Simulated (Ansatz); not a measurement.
# Effect of biaxial strain −0.75 %, plane normal [001], relaxed out of plane on GaCuSe2

Take GaCuSe$_{2}$ in the chalcopyrite structure (space group I-42d, No. 122; a = 5.508 Å, c = 10.962 Å) as the base. Axes: x, y, z lie along a, b, c of the conventional cell.

One thing is altered: biaxial strain −0.75 %, plane normal [001], relaxed out of plane (Cartesian); in-plane vectors clamped, the third vector and the atoms free.

Level of theory: plane-wave PAW DFT at the LDA level (Ansatz, an electronic-structure program, 420 eV), no spin-orbit coupling. Γ-centred 9×9×9 mesh, Fermi–Dirac width 0.05 eV.

The volume per atom drops by 0.124 Å³, from 20.79 Å³ to 20.66 Å³ and the space group is still I-42d (No. 122). The energy increases by 0.7 meV/atom and the pressure (mean of the normal stresses, compression positive) goes from zero to 4.7 kbar. The band gap goes up by 0.04 eV (0.17 eV → 0.21 eV) and the gap character remains direct at Γ. The valence-band top at Γ (three highest levels, from the VBM) goes from 0.00, -0.09, -0.09 eV to 0.00, -0.04, -0.04 eV and the out-of-plane strain amounts to +0.91 %. The mean in-plane stress (compression positive) comes out as +0.7 GPa.

No phonon test of stability was made. The final runs are not spin-polarised. A zero or small gap of GaCuSe2 can be the functional's error rather than a property of the material.
